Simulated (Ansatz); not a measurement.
MgTe: response to strain

Base system: MgTe in the zinc blende structure (space group F-43m, No. 216; a = 6.3681 Å). Axes: x, y, z lie along the cube axes.

Strains are applied to the cell and any free atomic positions relax.

The values are results of plane-wave PAW DFT at the LDA level (Ansatz, a quantum-chemistry and plane-wave program, 420 eV), no spin-orbit coupling, not measurements.

```json
[
 {"uniaxial strain ε_zz (%)": "0", "band gap (eV)": "2.38"},
 {"uniaxial strain ε_zz (%)": "0.5", "band gap (eV)": "2.36"},
 {"uniaxial strain ε_zz (%)": "1", "band gap (eV)": "2.33"},
 {"uniaxial strain ε_zz (%)": "1.5", "band gap (eV)": "2.30"},
 {"uniaxial strain ε_zz (%)": "2", "band gap (eV)": "2.27"},
 {"uniaxial strain ε_zz (%)": "2.5", "band gap (eV)": "?"},
 {"uniaxial strain ε_zz (%)": "3", "band gap (eV)": "2.22"}
]
```

Task: Fit E_g = E₀ + Dε (ε in %) to the rows shown and predict the withheld row.

Result: Least squares on the printed values gives E₀ = 2.38 eV, D = -54.9 meV per % of strain (largest residual 0.00 eV); this predicts 2.25 eV, and the run gives 2.24 eV, in agreement.

Spin-orbit coupling, missing from the scalar runs, can matter with Te. No phonon test of stability was made.
